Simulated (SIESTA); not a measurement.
Input and output of a self-consistent single point for NaSn₂Pd₃ (P6mm, 6 atoms in the cell) (SIESTA).

Method: GGA PBEsol with spin-orbit coupling, numerical atomic orbitals DZP, PseudoDojo PBEsol fully relativistic norm-conserving potentials (rewritten from UPF to PSML) in SIESTA 5.4.2.

```xyz
6
Lattice="5.8883 0.0000 0.0000 -2.9441 5.0994 0.0000 0.0000 0.0000 4.3490" Properties=species:S:1:pos:R:3 pbc="T T T"
Na     0.0000     0.0000     0.8377
Sn     2.9441     1.6998     2.1577
Sn     0.0000     3.3996     2.1577
Pd    -1.4721     2.5497     4.3273
Pd     2.9441     0.0000     4.3273
Pd     1.4721     2.5497     4.3273
```

Reference input (self-consistent single point, DFT, GGA PBEsol, numerical atomic orbitals DZP, PseudoDojo PBEsol standard norm-conserving potentials (rewritten from UPF to PSML)): XC.functional = GGA; XC.authors = PBEsol; potentials = PseudoDojo PBEsol standard; PAO.BasisSize = DZP; PAO.EnergyShift = 0.005 Ry; MeshCutoff = 400 Ry; kgrid.MonkhorstPack = 5 5 5; OccupationFunction = MP; OccupationMPOrder = 0; ElectronicTemperature = 580.23 K; MaxSCFIterations = 150; SCF.Mixer.Method = Broyden. This run's input differs from it in these lines:

```diff
@@ -1,2 +1,2 @@
-# files in the folder: Na.psml Sn.psml Pd.psml (PseudoDojo PBEsol standard)
+# files in the folder: Na.psml Sn.psml Pd.psml (PseudoDojo PBEsol fully relativistic)
 SystemName  NaSn2Pd3
@@ -40,2 +40,11 @@
 ElectronicTemperature        580.23 K
+Spin                         spin-orbit
+%block DM.InitSpin
+  1 0.00 0.00 0.00
+  2 0.00 0.00 0.00
+  3 0.00 0.00 0.00
+  4 0.00 0.00 0.00
+  5 0.00 0.00 0.00
+  6 0.00 0.00 0.00
+%endblock DM.InitSpin
```

Log, with long lists cut:

```
        iscf     Eharris(eV)        E_KS(eV)     FreeEng(eV)     dDmax    Ef(eV) dHmax(eV)
   scf:    1   -16493.721009   -16523.777849   -16523.779389  0.672921 -5.443739  5.983693
     spin moment: {S} , |S| = {    0.00000    0.00000    0.00000 }     0.00000
   scf:    2   -16527.536499   -16525.848508   -16525.849856  0.046089 -5.391357  3.758261
     spin moment: {S} , |S| = {    0.00000   -0.00000    0.00000 }     0.00000
   scf:    3   -16527.236100   -16527.261613   -16527.264047  0.067487 -5.087202  1.251937
     spin moment: {S} , |S| = {    0.00000   -0.00000   -0.00000 }     0.00000
   [... lines left out ...]
     spin moment: {S} , |S| = {   -0.00000   -0.00000   -0.00000 }     0.00000
   scf:   12   -16527.379678   -16527.379752   -16527.382615  0.000054 -5.205860  0.002849
     spin moment: {S} , |S| = {    0.00000   -0.00000   -0.00000 }     0.00000
   scf:   13   -16527.379713   -16527.379754   -16527.382616  0.000027 -5.205567  0.000869
     spin moment: {S} , |S| = {    0.00000    0.00000    0.00000 }     0.00000
   scf:   14   -16527.379753   -16527.379754   -16527.382616  0.000008 -5.205593  0.000749
     spin moment: {S} , |S| = {   -0.00000    0.00000    0.00000 }     0.00000
SCF Convergence by DM+H criterion
max |DM_out - DM_in|         :     0.0000080384
max |H_out - H_in|      (eV) :     0.0007491389
SCF cycle converged after 14 iterations

Using DM_out to compute the final energy and forces

siesta: E_KS(eV) =           -16527.3798

siesta: E_KS - E_eggbox =    -16527.3798

siesta: Atomic forces (eV/Ang):
     1   -0.000000    0.000000   -0.061647
     2   -0.000036    0.000021   -0.010848
     3    0.000036   -0.000021   -0.010848
     4   -0.000000    0.000000    0.024374
     5   -0.000000    0.000000    0.024374
     6   -0.000000    0.000000    0.024368
   Tot   -0.000000    0.000000   -0.010227
   Max    0.061647
   Res    0.017978    sqrt( Sum f_i^2 / 3N )
   Max    0.061647    constrained

   [... lines left out ...]
siesta: FreeEng =    -16527.382616
   [... lines left out ...]
siesta:     0.032890    0.000074   -0.000000
siesta:     0.000074    0.032976    0.000000
siesta:    -0.000000    0.000000    0.035615

siesta: Cell volume =        130.584422 Ang**3

siesta: Pressure (static):
siesta:                Solid            Molecule  Units
siesta:          -0.00036842         -0.00037534  Ry/Bohr**3
siesta:          -0.03382706         -0.03446191  eV/Ang**3
siesta:         -54.19691713        -55.21405987  kBar
```

The run converged in 14 iterations. Against the reference run the pressure goes from -5.28 to -5.42 GPa and the largest force hardly changes (0.063 to 0.062 eV/Å).

The starting cell comes from a database of computed structures (which also holds hypothetical and non-ambient phases and stackings), without a prior relaxation at this level. Its lattice was rescaled by a random factor within 2.5 % of one. Values carry the incompleteness of an atom-centred basis. With a pressure of about -5 GPa the cell is away from its equilibrium volume at this level.

Cost on one core of a shared machine: roughly 3 min.
